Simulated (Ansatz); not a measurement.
# Pressure series in hypothetical Fmmm Ga

The reference is Ga (space group Fmmm, No. 69; a = 2.788 Å, b = 5.033 Å, c = 10.368 Å; a hypothetical phase, not in the database extracts checked).

Cell and atoms are relaxed at each pressure.

All numbers come from PBE-D3(BJ), PAW, 420 eV (Ansatz, an electronic-structure program; without spin-orbit coupling), earlier PAW set.

Two rows of this table had their results exchanged by mistake.

| pressure | volume per atom (Å³) | shortest distance (Å) | band gap |
|---|---|---|---|
| pressure 0.9 GPa | 17.90 | 2.657 | zero |
| pressure 2.1 GPa | 17.55 | 2.639 | zero |
| pressure 4.5 GPa | 16.97 | 2.609 | zero |
| pressure 9 GPa | 14.48 | 2.477 | zero |
| pressure 15 GPa | 15.28 | 2.520 | zero |
| pressure 22.5 GPa | 16.12 | 2.565 | zero |

Which two?

The rows for pressure 9 GPa and pressure 22.5 GPa: the volume has to fall steadily with pressure, so 16.12 Å³ belongs to pressure 9 GPa and 14.48 Å³ to pressure 22.5 GPa.

Load acts through the strain it causes; cell and atoms are relaxed under it. No phonon test of stability was made. Competing high-pressure phases were not computed. The base started in Cmce and relaxed to Fmmm at this level.
